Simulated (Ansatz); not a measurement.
The starting structures come from a database of crystals and need not be the phases stable at ambient conditions.

The decay constant κ of evanescent states in the gap governs leakage through a thin film.

Consider the following.

```
CELL_PARAMETERS angstrom
      7.12957     0.00000     0.00000
      0.00000     7.31137     0.00000
      2.37652    -3.65568     2.11061
ATOMIC_POSITIONS crystal
  K  0.50000 0.00000 0.00000
  As 0.00000 0.00000 0.00000
  F  0.72310 0.04500 0.40012
  F  0.27690 0.95500 0.59988
  F  0.76810 0.31012 0.26512
  F  0.23190 0.68988 0.73488
  F  0.07822 0.64488 0.33476
  F  0.92178 0.35512 0.66524
```

Space group of this cell: R-3. The cell is taken as given; by PBEsol its mean pressure is 1.8 GPa.

Transport runs along the normal of the first two printed cell vectors, the (100) plane of the conventional cell.

The gap is the functional's own, uncorrected, and κ follows it; spin-orbit coupling is left out. Mid-gap values are interpolated between the computed energies.

Give the band gap and the smallest decay constant κ at mid-gap that PBEsol (Ansatz, a first-principles code) yields.

Gap 5.38 eV on a 14×14×14 mesh; κ = 0.520 1/Å, at the zone centre.
